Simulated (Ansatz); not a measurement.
Start from Nb in the bcc (W type) structure (space group Im-3m, No. 229; a = 3.2729 Å; relaxed with 0.1 eV smearing). Axes: x, y, z lie along the cube axes.

All numbers come from PBEsol, PAW, 420 eV (Ansatz, a program for electronic structure; without spin-orbit coupling).

Base values:

The pressure is 0.0 GPa.

It is then changed as follows: uniaxial strain ε_zz = −0.50 %, all other strain components held at zero; the atoms relax in the strained cell.

Q: What happens to the pressure?

A: The pressure (mean of the normal stresses, compression positive) goes from zero to 0.9 GPa.

Q: What does the calculation give for the energy relative to the base after the change?

A: The energy increases by 0.4 meV/atom.

Stability against distortions was not tested. All final runs are without spin polarisation.
